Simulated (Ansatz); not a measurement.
Input and output of a self-consistent single point for FeAl (Pm-3m, 2 atoms in the cell) (Ansatz, a quantum-chemistry and plane-wave program).

Computed with revPBE, default PAW files made with PBE (plane waves; Ansatz).

The change in words: lattice scaled by 1.015. Reference geometry:
```
FeAl
1.0
    2.91000     0.00000     0.00000
    0.00000     2.91000     0.00000
    0.00000     0.00000     2.91000
Al Fe
1 1
Cartesian
  1.45500   1.45500   1.45500
  0.00000   0.00000   0.00000
```

Reference input (self-consistent single point, DFT, revPBE, plane waves, default PAW files made with PBE): kpoints.mp_grid.grid = 15 15 15; hamiltonian.xc = revpbe; hamiltonian.pseudopotentials = {kind: paw} (the program's default PAW files); scf.occupations.method = cold; scf.occupations.width = 0.272 eV. This run's input differs from it in these lines:

```diff
@@ -2,5 +2,5 @@
   lattice:
-    - [2.91000000, 0.00000000, 0.00000000]
-    - [0.00000000, 2.91000000, 0.00000000]
-    - [0.00000000, 0.00000000, 2.91000000]
+    - [2.95365000, 0.00000000, 0.00000000]
+    - [0.00000000, 2.95365000, 0.00000000]
+    - [0.00000000, 0.00000000, 2.95365000]
   atoms:
```

The program printed (abridged):

```
SCF iter   1: F=—  HF=-5023.975151 eV  |F-HF|=—  |Δ(HF+E_count)|=         —  Δρ=1.58e-3  dr2=5.15e-4  ethr=1.77e-3  ⟨swp⟩=4.0  Hψ=7630  notcnv=0
all-band conjugate gradients solve this SCF's bands
preconditioner: auto → none
SCF iter   2: F=—  HF=-5023.975199 eV  |F-HF|=—  |Δ(HF+E_count)|=   4.81e-5  S|Δr|=    0.00e0  Δρ=1.07e-3  dr2=2.74e-4  ethr=2.71e-6  ⟨swp⟩=2.2  Hψ=3373  notcnv=0
SCF iter   3: F=—  HF=-5023.975160 eV  |F-HF|=—  |Δ(HF+E_count)|=   3.92e-5  S|Δr|=    0.00e0  Δρ=1.73e-4  dr2=9.83e-6  ethr=1.44e-6  ⟨swp⟩=2.0  Hψ=1894  notcnv=0
SCF iter   4: F=—  HF=-5023.975107 eV  |F-HF|=—  |Δ(HF+E_count)|=   5.32e-5  S|Δr|=    0.00e0  Δρ=6.12e-5  dr2=6.99e-7  ethr=5.17e-8  ⟨swp⟩=2.2  Hψ=2035  notcnv=0
SCF iter   5: F=—  HF=-5023.975107 eV  |F-HF|=—  |Δ(HF+E_count)|=   4.48e-8  S|Δr|=    0.00e0  Δρ=2.47e-5  dr2=1.09e-7  ethr=5.26e-10  ⟨swp⟩=5.2  Hψ=7692  notcnv=0
SCF iter   6: F=-5023.975107 eV  HF=-5023.975107 eV  |F-HF|=5.80e-9  |Δ(HF+E_count)|=   1.16e-8  S|Δr|=    0.00e0  Δρ=6.17e-6  dr2=6.61e-9  ethr=5.26e-10  ⟨swp⟩=3.4  Hψ=4561  notcnv=0
SCF 1 converged in 6 iterations: F = -5023.975107 eV  dr2 = 6.61e-9
Stability not checked (fill_not_monotonic)
Free energy (F): -5023.975107 eV
Internal energy: -5024.020810 eV  (E = F + TS)
E sigma→0 (E₀):  -5023.990341 eV
Entropy (-TS):   0.045703 eV (22.851 meV/atom)
Fermi energy:    12.731073 eV
--- Forces (eV/Å), atoms counted from 1 ---
  atom   1  Al     0.00000000    -0.00000000     0.00000000
  atom   2  Fe     0.00000000    -0.00000000     0.00000000
--- Stress (GPa, compression-positive) ---
      -10.769960      -0.000000      -0.000000
       -0.000000     -10.769960       0.000000
        0.000000       0.000000     -10.769960
  P = ⅓ Tr σ = -10.7700 GPa (-107.700 kbar)
  The stress holds the Pulay correction. Without it, at fixed plane waves, as pw.x and ABINIT print it: P = -10.8391 GPa
```

The run converged in 6 iterations. Against the reference run the free energy goes up by 27.3 meV/atom and the pressure goes from -4.54 to -10.77 GPa.

The starting cell has typed, rounded lattice constants, without a prior relaxation at this level. For this run, on top of that: lattice scaled by 1.015. Spin polarisation is off. Ansatz's pressure includes its estimate of the finite-basis (Pulay) stress.

Keys are those of Ansatz 0.2.
